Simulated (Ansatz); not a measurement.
## 1T (CdI2-type) NiTe2 (model structure)

Computed with PBEsol (PAW; Ansatz, a quantum-chemistry and plane-wave program).

Numerical settings: plane-wave cutoff 500 eV, 12×12×8 k mesh (along the axes of the cell as run), Fermi–Dirac smearing 0.05 eV, no spin polarisation, scalar-relativistic PAW data made under PBE.

Cell (relaxed at this level):

```yaml
crystal:
  lattice:
    - [1.91415, -3.31540, 0.00000]
    - [1.91415, 3.31540, 0.00000]
    - [0.00000, 0.00000, 5.15791]
  atoms:
    - { symbol: Ni, position: [0.00000, 0.00000, 0.00000] }
    - { symbol: Te, position: [0.33333, 0.66667, 0.25133] }
    - { symbol: Te, position: [0.66667, 0.33333, 0.74867] }
```

- band gap: zero (no gap)

Note: the relaxation could raise the start's symmetry but not lower it, so the cell can be a saddle point.

Spin–orbit coupling is not included.

The computed numbers hold no vibrational or temperature effects.

A model structure was made by putting elements into a prototype or built by hand; it is no filed structure, need not be a known phase, and can be a saddle point held by its symmetry.
